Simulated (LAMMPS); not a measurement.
MD of Cu (fcc) at zero pressure, 4000 atoms, as a crystal; each row is its own run.

All values are model results, not measurements: classical MD, pair style eam, the elements' _smf7.eam files (smf7) (LAMMPS).

| T (K) | enthalpy (eV/atom) |
|---|---|
| 200 | -3.4877 |
| 300 | -3.4611 |
| 610 | -3.3770 |
| 810 | -3.3208 |
| 1220 | -3.1963 |
| 1430 | -3.1247 |

Q: Fit a straight line, y = a + b x, to these rows (x is the first column, y the second) and predict the run at x = 1020.

A: Least squares gives a = -3.5514 and b = 0.0002934. At x = 1020 the fit predicts -3.2521 eV/atom. The run itself gave -3.2585 ± 0.0002 eV/atom, so the fit is 6.4 meV/atom high.

Caution (row 1430): this crystal lies over the melting point of about 1240 K that EAM-type smf7 gives, so it is superheated.
